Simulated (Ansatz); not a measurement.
# Si in the diamond structure (space group Fd-3m, No. 227)

```cif
data_Si8
_chemical_formula_sum 'Si8'
_space_group_name_H-M_alt 'Fd-3m :1'
_space_group_IT_number 227
_space_group_name_Hall 'F 4d 2 3 -1d'
_cell_length_a 5.44431
_cell_length_b 5.44431
_cell_length_c 5.44431
_cell_angle_alpha 90.000
_cell_angle_beta 90.000
_cell_angle_gamma 90.000
loop_
_atom_site_label
_atom_site_type_symbol
_atom_site_symmetry_multiplicity
_atom_site_Wyckoff_symbol
_atom_site_fract_x
_atom_site_fract_y
_atom_site_fract_z
_atom_site_occupancy
Si1 Si 8 b 0.50000 0.50000 0.50000 1
```
(The calculation used a cell of 2 atoms; values per cell refer to that cell.)

All numbers come from r2SCAN (Ansatz, a first-principles code, PAW, spin-orbit coupling left out). k-mesh 10×10×10 (Γ-centred); smearing 0.05 eV (Fermi–Dirac).

```json
{
  "volume_per_atom": "20.17 Å³",
  "density": "2.31 g/cm³",
  "band_gap": "0.78 eV, indirect, Γ → Γ–X (87 % along)",
  "electron_mass": "0.91 mₑ along k, 0.19 mₑ across",
  "Hole mass (degenerate bands, along [100])": "0.17, 0.25, 0.25 mₑ",
  "Lowest conduction-band minima above the VBM": "a point along ⟨100⟩, about 1.0 Å⁻¹ from Γ 0.78 eV; L along ⟨111⟩ 1.84 eV",
  "total_energy": "-639.066 eV/atom (σ→0; compares only within this code and set-up)"
}
```

Masses are band curvatures over ±0.01 Å⁻¹ around the edge. Along k means along the line from Γ to the band edge. Stability against distortions was not tested.
